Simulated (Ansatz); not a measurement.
This concerns the energy of the reaction as written. Reaction: 1/2 cell B → cell A. The sign is products less reactants.

Cell A: a sheet of composition Te, 1 atom, square cell of 3.02 Å (9.1 Å²), symmetry P4/mmm, 0.0 Å thick under 16 Å of vacuum, in-plane vectors relaxed; planes from bottom to top: Te; a model cell; partly filled levels (a metallic host or states in the gap) with PBE; spin state with PBE: run without spin, k-point mesh 12×12×1.
```
Te
1.0
    3.02210     0.00000     0.00000
    0.00000     3.02210     0.00000
    0.00000     0.00000    16.00000
Te
1
Direct
  0.00000   0.00000   0.50000
```

Cell B: a sheet of composition Te2, 2 atoms, hexagonal cell of 4.97 Å (21.4 Å²), symmetry P-3m1, 0.7 Å thick under 17 Å of vacuum, in-plane vectors relaxed; planes from bottom to top: Te × 2; a model cell; partly filled levels (a metallic host or states in the gap) with PBE; spin state with PBE: run without spin, k-point mesh 12×12×1.
```
CELL_PARAMETERS angstrom
      4.96607     0.00000     0.00000
     -2.48304     4.30075     0.00000
      0.00000     0.00000    17.40000
ATOMIC_POSITIONS crystal
  Te 0.33333 0.66667 0.52141
  Te 0.66667 0.33333 0.47859
```

Computed with Ansatz (plane waves, PAW), its default PAW set, cutoff 420 eV, 500 eV for r2SCAN. The structures are at rest with PBE; other levels are single points on them. Neutral cells; Fermi-Dirac smearing of at most 0.05 eV in the solids, energies taken to zero width. The lattices are those relaxed with PBE, so at other levels the solids can be strained, which adds to the spread. A dispersion term (D3(BJ), or D4 for r2SCAN) was computed beside these levels and is taken off wherever the name lacks it. Nuclei at rest; no vibrational terms. The runs are scalar-relativistic, without spin-orbit coupling. The cells' k-point meshes differ in density, so the last digit is unsettled. Cell A has symmetry P4/mmm and got no random move, so less symmetric positions, which may lie lower, weren't tried. Cell B has symmetry P-3m1 and got no random move, so less symmetric positions, which may lie lower, weren't tried.

Task: Give the value at the level PBE.

Result: -0.09 eV, for 1/2 cell B → cell A.

Task: List the value at the remaining levels and say how far they part.

Result: 
```
Functional  value (eV)  less PBE
----------  ----------  --------
r2SCAN           -0.12     -0.03
```

The levels span only 0.03 eV, too little to tell them apart.

Ansatz is a program for electronic structure.
